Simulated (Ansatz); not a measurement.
# C under a change: uniaxial strain ε_zz = +0.50 %

Start from C in the diamond structure (space group Fd-3m, No. 227; a = 3.5538 Å). Axes: x, y, z lie along the cube axes.

Perturbation: the cell is stretched by 0.50 % along z with no lateral relaxation; the atoms relax in the strained cell.

Computed with PBEsol/PAW in Ansatz (a quantum-chemistry and plane-wave program), no SOC. Settings: 16×16×16 k-points, 0.05 eV Fermi–Dirac smearing.

```json
[
 {"quantity": "volume per atom", "base": "5.61 Å³", "changed": "5.64 Å³", "shift": "+0.03 Å³"},
 {"quantity": "space group", "base": "Fd-3m (No. 227)", "changed": "I4_1/amd (No. 141)", "shift": "–"},
 {"quantity": "shortest interatomic distance", "base": "1.539 Å", "changed": "1.541 Å", "shift": "+0.0026 Å"},
 {"quantity": "energy relative to the base (free energy F)", "base": "0 meV/atom", "changed": "+0.5 meV/atom", "shift": "+0.5 meV/atom"},
 {"quantity": "pressure (mean of the normal stresses, compression positive)", "base": "0.00 GPa", "changed": "-2.22 GPa", "shift": "-2.22 GPa"},
 {"quantity": "band gap", "base": "4.03 eV", "changed": "3.96 eV", "shift": "-0.076 eV"},
 {"quantity": "gap character", "base": "–", "changed": "indirect, Γ → Γ–X (75 % along)", "shift": "–"},
 {"quantity": "smallest direct gap", "base": "5.57 eV", "changed": "5.51 eV", "shift": "-0.06 eV"},
 {"quantity": "electron mass", "base": "1.6 mₑ along k, 0.29 mₑ across (off the special points)", "changed": "1.6 mₑ along k, 0.29 mₑ across (off the special points)", "shift": "–"},
 {"quantity": "valence-band top at Γ (three highest levels, from the VBM)", "base": "0.00, 0.00, 0.00 eV", "changed": "0.00, 0.00, -0.08 eV", "shift": "–"},
 {"quantity": "valley order (the lowest conduction-band minima on the path, energy above the VBM, named in the base's zone)", "base": "a point along ⟨100⟩, about 1.3 Å⁻¹ from Γ 4.03 eV", "changed": "a point along [100], about 1.3 Å⁻¹ from Γ 3.96 eV; a point along [001], about 1.3 Å⁻¹ from Γ 4.08 eV", "shift": "–"},
 {"quantity": "stress (xx, yy, zz, yz, xz, xy; compression positive)", "base": "–", "changed": "(-0.67, -0.67, -5.31, 0.00, 0.00, 0.00) GPa", "shift": "–"}
]
```

Cost of the whole job for the changed cell (relaxation, final SCF and bands): around 9 core-seconds (rough).

Effective masses come from finite differences of ±0.01 Å⁻¹. Along k means along the line from Γ to the band edge. Whether these cells are dynamically stable was not tested. Labels are those of the standard path for the cell's own space group.
